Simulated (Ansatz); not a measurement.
The reference is ZnS in the wurtzite structure (space group P6_3mc, No. 186).

```xyz
4
Lattice="3.8453 0.0000 0.0000 -1.9226 3.3301 0.0000 0.0000 0.0000 6.3052" Properties=species:S:1:pos:R:3 pbc="T T T"
Zn     0.0000     2.2201     0.0014
Zn     1.9226     1.1100     3.1540
S      0.0000     2.2201     2.3630
S      1.9226     1.1100     5.5156
```

Cartesian axes are those of the cell as printed.

Calculations: PBE (Ansatz, an electronic-structure program; PAW; 420 eV plane waves; spin-orbit coupling left out).

Before the change:

- Electron mass = 0.16 mₑ along c, 0.18 mₑ across (at Γ)

Modification: the cell is stretched by 1.80 % along z with no lateral relaxation, atoms relaxed at fixed cell.

**Question.** What does the calculation give for the stress and electron mass after the change?

**Answer.** The stress (xx, yy, zz, yz, xz, xy; compression positive) comes out as (-0.64, -0.64, -2.34, 0.00, 0.00, 0.00) GPa; the electron mass becomes 0.15 mₑ along z, 0.18 mₑ across (at Γ) (base: 0.16 mₑ along c, 0.18 mₑ across (at Γ)).

The levels and masses belong to the bands next to the band gap. The cells carry an imposed strain or load. Masses are band curvatures over ±0.01 Å⁻¹ around the edge. Whether these cells are dynamically stable was not tested.
